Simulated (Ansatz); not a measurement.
Start from a 14-atom supercell of CsCl in the CsCl type structure (space group Pm-3m, No. 221; a = 4.205 Å) at its relaxed geometry.

Computed with Ansatz (a first-principles code), PBE, PAW, cutoff 420 eV, spin-orbit coupling left out.

It is then changed as follows: a neutral Cs interstitial (started 2.35 Å from the nearest host atom), atoms relaxed at fixed cell, starting from a slightly rattled geometry.

**Question.** What happens to the largest displacement of a host atom from its site in the perfect cell?

**Answer.** The largest displacement of a host atom from its site in the perfect cell amounts to 1.38 Å.

**Question.** Estimate the effect on the final site of the added atom.

**Answer.** The final site of the added atom amounts to 6 Cl at 3.10–4.40 Å.

The magnetic state is the one reached from the starting moments; the real material's order can differ, and small cells can't hold many antiferromagnetic ones. In so small a cell the defect repeats every few ångströms: this is an ordered compound, not a dilute defect. The defect cell is spin-polarised and ends with 1.0 μB.
